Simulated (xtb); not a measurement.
xtb 6.7.1, GFN1-xTB: Cd(amdMe)(k2OAc) (CC1[O][Cd]2(<-[O]=1)[N](C)C(C)=[N]->2C), 23 atoms. The geometry is a generated start, not checked to be a minimum at this level.

* **method**: GFN1-xTB
* **--acc**: 1 (default)
* **--etemp (K)**: 300 (default)
* **detailed input (--input)**: none: ANC optimiser, Lindh (1995) Hessian, microcycle=20, maxdispl=1.0, hlow=0.01 (default)
* **basis functions**: 68
* **valence electrons**: 60

```xyz
23

Cd     0.3410     0.0225     0.8970
C     -0.2410     0.0170    -3.0958
C      0.0283     0.0235    -1.6173
N      0.0270     1.1358    -0.9062
C     -0.2014     2.4278    -1.5118
N      0.2937    -1.0780    -0.9401
C      0.3701    -2.3717    -1.5788
H     -0.6716    -0.9320    -3.4022
H      0.6906     0.1691    -3.6397
H     -0.9286     0.8159    -3.3594
H     -0.0284     3.1963    -0.7584
H      0.4799     2.6069    -2.3510
H     -1.2338     2.5304    -1.8714
H      0.7863    -3.0832    -0.8653
H     -0.6218    -2.7326    -1.8790
H      1.0183    -2.3520    -2.4617
C     -0.0889    -0.0644     4.8561
C      0.0724    -0.0265     3.3512
O     -0.9400    -0.1602     2.6244
O      1.2202     0.1251     2.8670
H      0.6681     0.5569     5.3249
H     -1.0868     0.2648     5.1290
H      0.0466    -1.0916     5.1884
```

Charge 0 and multiplicity 1 are set for this test and not shown to be the ground state.

The structure is relaxed from this start with --opt LEVEL for the levels crude, sloppy, loose, lax, normal, tight, vtight, extreme, once each. Up to the end of the extreme run atoms move by at most 0.74 Å along an axis.

What is the loosest level that ends within 1 meV of the extreme run, and how many cycles does it take?

vtight: 71 cycles against 114, ending 0.037 meV above.

```
level    cycles  energy above the extreme run (meV)  gradient norm (eV/Å)
-------  ------  ----------------------------------  --------------------
crude         3                                  17                  0.25
sloppy        6                                 9.7                  0.13
loose         6                                 9.7                  0.13
lax          12                                 5.9                  0.11
normal       22                                 2.9                 0.013
tight        39                                 1.6                 0.026
vtight       71                               0.037                0.0034
extreme     114                                   —                0.0015
```
